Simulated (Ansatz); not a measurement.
Take SnO₂ in the rutile structure (space group P4_2/mnm, No. 136; a = 4.7599 Å, c = 3.2008 Å) as the base. Axes: x, y, z lie along a, b, c of the conventional cell.

Level of theory: DFT with r2SCAN, PAW potentials and a 500 eV plane-wave cutoff in Ansatz (a program for electronic structure), no SOC.

Base values:

| Property | Result |
|---|---|
| Electron mass | 0.19 mₑ along c, 0.22 mₑ across (at Γ) |
| Shortest interatomic distance | 2.059 Å |

One thing is altered: uniaxial stress, 5 GPa compression along z; all other stress components relax to zero.

Question: Estimate the effect on the mean lateral Poisson ratio.

Answer: The mean lateral Poisson ratio comes out as 0.36.

Question: Estimate the effect on the secant Young's modulus along z.

Answer: The secant Young's modulus along z amounts to 340 GPa.

Question: Predict the new electron mass.

Answer: The electron mass changes from 0.19 mₑ along c, 0.22 mₑ across (at Γ) to 0.20 mₑ along z, 0.24 mₑ across (at Γ).

Question: What happens to the shortest interatomic distance?

Answer: The shortest interatomic distance falls by 0.0047 Å, from 2.059 Å to 2.055 Å.

The levels and masses belong to the bands next to the band gap. Load acts through the strain it causes; cell and atoms are relaxed under it. Masses are band curvatures over ±0.01 Å⁻¹ around the edge. Stability under load was not tested beyond the relaxation.
